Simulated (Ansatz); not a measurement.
An Ansatz (a first-principles code) input (PBE/PAW in Ansatz, without spin-orbit coupling, earlier PAW set):

Ansatz 0.2 input:
```yaml
crystal:
  lattice:
    - [0, 2.130704963, 2.1236967637]
    - [2.1236967637, 0, 2.1236967637]
    - [2.1236967637, 2.130704963, 0]
  atoms:
    - { symbol: N, position: [0, 0, 0] }
    - { symbol: Ti, position: [0.5, 0.5, 0.5] }
basis: { ecutwfc: 420, ecutrho_ratio: 4, xc_grid: 2, fft_grid_basis: typed }
kpoints: { mp_grid: { grid: [23, 23, 23] } }
hamiltonian:
  xc: pbe
  dispersion: none
  pseudopotentials: { azcp: { folder: ./paw }, kind: paw }
scf: { occupations: { method: fermi_dirac, width: 0.1 }, convergence: { dr2_threshold: 0.0000000002 } }
relax: { f_tol: 0.005, max_steps: 50 }
output: { forces: true, stress: true }
checkpoint: { write: state.ck, write_every: 1000 }
```

Question: Which symmetry and how many k-points will the program report, and about how many plane waves at Γ?

Answer: Space group I4/mmm (ITA 139) with 16 operations, k-points 936 of 12167, and 339 plane waves at Γ.

Question: And the final pressure?

Answer: -0.89 GPa (compression positive).

The cells carry an imposed strain or load. Stability against distortions was not tested. The final runs are not spin-polarised. The cell was made from TiN in the rock salt structure (space group Fm-3m, No. 225) by this change: uniaxial strain ε_yy = +0.33 %.
